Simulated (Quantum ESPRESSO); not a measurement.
Worked example: self-consistent single point of Mg2As (Immm, 6 atoms in the cell) in Quantum ESPRESSO.

Method: PBEsol, SSSP 1.1.2 efficiency (PBE) pseudopotentials (plane waves; Quantum ESPRESSO 7.5).

The change in words: lattice scaled by 0.985. Reference geometry:
```
CELL_PARAMETERS angstrom
      1.95945     2.86631     6.08573
     -1.95945     2.86631     6.08573
     -1.95945    -2.86631     6.08573
ATOMIC_POSITIONS crystal
  Mg 0.80277 0.00000 0.80277
  Mg 0.19723 0.00000 0.19723
  Mg 0.50000 0.75504 0.74496
  Mg 0.50000 0.24496 0.25504
  As 0.14400 0.50000 0.64400
  As 0.85600 0.50000 0.35600
```

Reference input (self-consistent single point, DFT, PBEsol, plane waves, SSSP 1.1.2 efficiency (PBE) pseudopotentials): ecutwfc = 35 Ry; ecutrho = 280 Ry; occupations = smearing; smearing = methfessel-paxton; degauss = 0.019992 Ry; input_dft = pbesol; potentials = {Mg: Mg.pbe-n-kjpaw_psl.0.3.0.UPF, As: As.pbe-n-rrkjus_psl.0.2.UPF}; K_POINTS = automatic 5 5 5 0 0 0; conv_thr = 1e-10 Ry; mixing_beta = 0.3. This run's input differs from it in these lines:

```diff
@@ -10,5 +10,5 @@
   ibrav = 11
-  celldm(1) = 7.40562881
-  celldm(2) = 1.4628177877
-  celldm(3) = 3.1058432362
+  celldm(1) = 7.29454315
+  celldm(2) = 1.4628178604
+  celldm(3) = 3.1058437255
   nat = 6
```

Log, with long lists cut:

```
     Self-consistent Calculation

     iteration #  1     ecut=    35.00 Ry     beta= 0.30

     total energy              =    -167.35794789 Ry
     estimated scf accuracy    <       0.26594068 Ry

     iteration #  2     ecut=    35.00 Ry     beta= 0.30

     total energy              =    -167.38899837 Ry
     estimated scf accuracy    <       0.02560895 Ry

     iteration #  3     ecut=    35.00 Ry     beta= 0.30

     total energy              =    -167.39013788 Ry
     estimated scf accuracy    <       0.00761579 Ry

   [... 9 blocks of this kind left out ...]

     iteration # 13     ecut=    35.00 Ry     beta= 0.30

     total energy              =    -167.39137207 Ry
     estimated scf accuracy    <          1.0E-10 Ry

     iteration # 14     ecut=    35.00 Ry     beta= 0.30
     End of self-consistent calculation

     the Fermi energy is     4.8022 ev

!    total energy              =    -167.39137207 Ry
     estimated scf accuracy    <          8.7E-12 Ry
     smearing contrib. (-TS)   =       0.00035478 Ry
     internal energy E=F+TS    =    -167.39172685 Ry

     convergence has been achieved in  14 iterations

     Forces acting on atoms (cartesian axes, Ry/au):

     atom    1 type  1   force =     0.00000000    0.00000000   -0.00231889
     atom    2 type  1   force =     0.00000000    0.00000000    0.00231889
     atom    3 type  1   force =     0.00000000   -0.00075691    0.00000000
     atom    4 type  1   force =     0.00000000    0.00075691    0.00000000
     atom    5 type  2   force =     0.00000000    0.00000000   -0.00106017
     atom    6 type  2   force =     0.00000000   -0.00000000    0.00106017

     Total force =     0.003761     Total SCF correction =     0.000001

          total   stress  (Ry/bohr**3)                   (kbar)     P=      -24.71
  -0.00016137  -0.00000000   0.00000000          -23.74       -0.00        0.00
  -0.00000000  -0.00015207  -0.00000000           -0.00      -22.37       -0.00
   0.00000000  -0.00000000  -0.00019055            0.00       -0.00      -28.03

   JOB DONE.
```

The run converged in 14 iterations. Against the reference run the free energy drops by 21.5 meV/atom, the pressure goes from -4.31 to -2.47 GPa and the largest force goes from 0.157 to 0.060 eV/Å.

The starting cell comes from a database of computed structures (which also holds hypothetical and non-ambient phases and stackings), without a prior relaxation at this level. Its lattice was rescaled by a random factor within 2.5 % of one. For this run, on top of that: lattice scaled by 0.985. The run gives no clean gap (levels at the Fermi energy touch, overlap or are partly filled at this smearing), which alone does not show that the compound is a metal.

Cost on one core of a shared machine: roughly 60 s.
